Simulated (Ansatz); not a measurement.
Surface energy of faces of hcp Be in PBE and in LDA, in Ansatz (plane waves, PAW). Symmetric slabs relaxed with PBE from ideal cuts in 1x1 cells (the lowest computed cut and spin start of each face; real faces may reconstruct in larger cells); LDA values are single points on them, with the bulk at the same level. No spin-orbit coupling, no U.

```tsv
face	PBE (J/m²)	LDA (J/m²)
(0001)	1.82	2.16
(10-10)	1.92	?
(10-11)	1.89	2.17
(11-20)	2.11	2.36
(11-21)	2.47	2.76
(11-22)	2.47	2.74
(20-21)	1.89	2.15
(21-30)	2.08	2.34
(21-32)	2.38	2.66
```

Problem. Fit a straight line y = a·x + b by least squares to the 8 complete rows (x: PBE (J/m²); y: LDA (J/m²)).

Solution. the means are x̄ = 2.1387 and ȳ = 2.4175; Σ(x − x̄)² = 0.50729 and Σ(x − x̄)(y − ȳ) = 0.49518, so a = 0.976 and b = ȳ − a·x̄ = 0.330. The largest residual is 0.054.

Problem. What does the line predict for the withheld row, (10-10), and what did the calculation give?

Solution. the line gives 2.20; the calculation gave 2.15, a miss of -0.05, of the size of the fitted rows' scatter and rounding.

Ansatz is an electronic-structure program.
